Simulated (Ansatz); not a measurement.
Ansatz (a quantum-chemistry and plane-wave program) run on LiMnTe2 (P3m1, 4 atoms in the cell): relaxation of the atoms.

Computed with LDA (PW92), default PAW files made with PBE (plane waves; Ansatz).

The change in words: one atom moved by 0.15 angstrom; relax: default → atoms; relax.f_tol: default → 0.02 eV/Å. Reference geometry:
```
CELL_PARAMETERS angstrom
      4.21948     0.00000     0.00000
     -2.10974     3.65417     0.00000
      0.00000     0.00000     7.17742
ATOMIC_POSITIONS crystal
  Li 0.00000 0.00000 0.79697
  Mn 0.33333 0.66667 0.34877
  Te 0.33333 0.66667 0.99730
  Te 0.66667 0.33333 0.50966
```
Moments meant for the start (each program seeds them in its own way; μB, in the order of the atoms Li Mn Te Te): 0.0 4.0 0.0 0.0.

Reference input (self-consistent single point, DFT, LDA (PW92), plane waves, default PAW files made with PBE): basis.ecutwfc = 420 eV; kpoints.mp_grid.grid = 8 8 4; hamiltonian.xc = lda; hamiltonian.pseudopotentials = {kind: paw} (the program's default PAW files); magnetization.spin_polarized = true; scf.occupations.method = fermi_dirac; scf.occupations.width = 0.1 eV. This run's input differs from it in these lines:

```diff
@@ -6,3 +6,3 @@
   atoms:
-    - { symbol: Li, position: [0.00000000, 0.00000000, 0.79697000] }
+    - { symbol: Li, position: [0.00000000, 0.00000000, 0.81786900] }
     - { symbol: Mn, position: [0.33333300, 0.66666700, 0.34877000], spin: 4.0 }
@@ -21,2 +21,4 @@
   occupations: { method: fermi_dirac, width: 0.1 }
+relax:
+  f_tol: 0.02
 output:
```

Log, with long lists cut:

```
   [... SCF lines of the steps left out ...]
relax step   1: F+E_penalty+E_count = -17697.76479580 eV  Δ(F+E_penalty+E_count) = +0.000e0 eV  max|allowed force component| = 3.373e-1 eV/Å  Δτ_max = 0.0000 Å  (12 SCF iters, dr2 threshold 1.00e-5 eV, accepted)
relax step   2: F+E_penalty+E_count = -17697.78994268 eV  Δ(F+E_penalty+E_count) = -2.515e-2 eV  max|allowed force component| = 8.845e-2 eV/Å  Δτ_max = 0.1184 Å  (9 SCF iters, dr2 threshold 7.11e-6 eV, accepted)
relax step   3: F+E_penalty+E_count = -17697.79221423 eV  Δ(F+E_penalty+E_count) = -2.272e-3 eV  max|allowed force component| = 8.328e-3 eV/Å  Δτ_max = 0.0191 Å  (8 SCF iters, dr2 threshold 4.89e-7 eV, accepted)
relax step   4: F+E_penalty+E_count = -17697.79221423 eV  Δ(F+E_penalty+E_count) = -3.682e-9 eV  max|allowed force component| = 8.302e-3 eV/Å  Δτ_max = 0.0000 Å  (2 SCF iters, accepted)
the relaxation is at rest under the 6 symmetry operations that the run kept from its start: a minimum is not shown …
the relaxation's final electronic state is not compared with the one that a single-point calculation of its input finds at the relaxed geometry …
Stability not checked: this state was not tested for a lower state beside it, because too few of the mixer's solves of this state at the end of the SCF gave a …
Magnetization: 4.0137 μB (27.0069 up, 22.9931 down)
   [... lines left out ...]
Absolute magnetization: 4.2992 μB (∫|ρ↑−ρ↓|, with the PAW one-centre terms)
Free energy (F): -17697.792214 eV
Fermi energy:    6.336461 eV
   [... lines left out ...]
  atoms:
    - { symbol: Li, position: [9.299143322957323e-18, -1.616117104389386e-17, 0.8182760193906466] }
    - { symbol: Mn, position: [0.33333333333333337, 0.6666666666666667, 0.35240634153941225] }
    - { symbol: Te, position: [0.33333333333333337, 0.6666666666666667, 1.0071018710862853] }
    - { symbol: Te, position: [0.6666666666666667, 0.33333333333333337, 0.49581476798365604] }
```

The run converged. 

Summary of the result:
- Free energy E − TS (on the zero of these files): -17697.7922 eV
- Fermi level (on the code's own zero): 6.34 eV
- Pressure: -2.10 GPa
- Largest force (vector length): 0.008 eV/Å
- Size of the cell's spin moment: 4.01 μB
- Relaxation steps: 4

The starting cell comes from a database of computed structures (which also holds hypothetical and non-ambient phases and stackings), without a prior relaxation at this level. Its lattice was rescaled by up to half a per cent. For this run, on top of that: one atom moved by 0.15 angstrom. With one magnetic atom in the cell only a parallel order is possible. The relaxation keeps the symmetry of its start, so its end need not be a minimum. Ansatz's pressure includes its estimate of the finite-basis (Pulay) stress.

Cost on one core of a shared machine: roughly 2 min.

Keys are those of Ansatz 0.2.
